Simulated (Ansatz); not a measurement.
The parent structure is GaN in the wurtzite structure (space group P6_3mc, No. 186; a = 3.183 Å, c = 5.184 Å).

All numbers come from r2SCAN in Ansatz (plane waves to 500 eV, PAW, no SOC).

Base values:

```
Quantity                             Result
---------------------  --------------------
Band gap                            2.35 eV
Lattice parameter a                 3.183 Å
Valence-band top at Γ  0.00, 0.00, -0.04 eV
c/a ratio                             1.628
```

Perturbation: Al takes the place of Ga on all its sites; the structure is relaxed again.

Tabulated Pauling electronegativity and covalent radius: Ga 1.81, 1.22 Å; Al 1.61, 1.21 Å.

Question: How does this affect the band gap, lattice parameter a, valence-band top at Γ and c/a ratio?

Answer: The band gap goes up by 2.53 eV to 4.88 eV; the lattice parameter a falls by 0.076 Å to 3.107 Å; the valence-band top at Γ (three highest levels, from the VBM) goes from 0.00, 0.00, -0.04 eV to 0.00, -0.22, -0.22 eV; the c/a ratio drops by 0.0260 to 1.603.

Stability against distortions was not tested.

Ansatz is a quantum-chemistry and plane-wave program.
